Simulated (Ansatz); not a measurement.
The parent structure is Cu in the fcc (Cu type) structure (space group Fm-3m, No. 225; relaxed with 0.1 eV smearing).

```
Cu
1.0
    0.00000     1.75918     1.75918
    1.75918     0.00000     1.75918
    1.75918     1.75918     0.00000
Cu
1
Direct
  0.00000   0.00000   0.00000
```

The values are results of plane-wave PAW DFT at the LDA level (Ansatz, a program for electronic structure, 420 eV), no spin-orbit coupling, not measurements.

Base values:

- Pressure = 0.0 GPa

Modification: the cell is scaled by 1.0200 in all directions, atoms relaxed at fixed cell.

Question: How does this affect the pressure?

Answer: The pressure goes from zero to -9.7 GPa.

Question: How does this affect the energy relative to the base?

Answer: The energy goes up by 21 meV/atom.

The cells carry an imposed strain or load. No phonon test of stability was made. All final runs are without spin polarisation.
